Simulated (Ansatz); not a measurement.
Start from TlBr in the CsCl type structure (space group Pm-3m, No. 221; a = 3.8395 Å). Axes: x, y, z lie along the cube axes.

The values are results of LDA, PAW, 420 eV (Ansatz, a quantum-chemistry and plane-wave program; without spin-orbit coupling), not measurements.

Base values:

| Property | Result |
|---|---|
| Smallest direct gap | 1.37 eV |
| Electron mass | 0.12 mₑ along k, 0.19 mₑ across (at X) |

Now apply this change: biaxial strain −2.50 %, plane normal [111], relaxed out of plane (Cartesian); in-plane vectors clamped, the third vector and the atoms free.

Question: What happens to the smallest direct gap?

Answer: The smallest direct gap decreases by 0.101 eV (1.37 eV → 1.26 eV).

Question: Estimate the effect on the electron mass.

Answer: The electron mass goes from 0.12 mₑ along k, 0.19 mₑ across (at X) to 0.16 mₑ along k, 0.46 mₑ across (at R).

With Tl present, leaving out spin-orbit coupling can change the band edges. Effective masses come from finite differences of ±0.01 Å⁻¹. Along k means along the line from Γ to the band edge. No phonon test of stability was made.
